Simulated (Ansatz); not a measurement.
Base system: BeS in the wurtzite structure (space group P6_3mc, No. 186; a = 3.412 Å, c = 5.625 Å; a hypothetical phase, not in the database extracts checked).

Levels (all Ansatz, an electronic-structure program, PAW): PBEsol (420 eV, spin-orbit coupling left out); HSE06 (420 eV, no spin-orbit coupling).

Its gap is 3.44 eV with PBEsol and 4.58 eV with HSE06.

One thing is altered: a hydrostatic pressure of 3 GPa.

With PBEsol the gap becomes 3.32 eV.

If the HSE06 correction stayed the same, what would the HSE06 gap be, and what does the HSE06 run give?

A rigid correction of +1.14 eV gives 4.46 eV. The HSE06 run gives 4.46 eV, so the two effects roughly add.

Single points use the geometry relaxed with PBEsol. HSE06 was sampled on its mesh, a few special points and the semilocal edge points, so its gap is an upper bound. Load acts through the strain it causes; cell and atoms are relaxed under it. Stability against distortions was not tested.
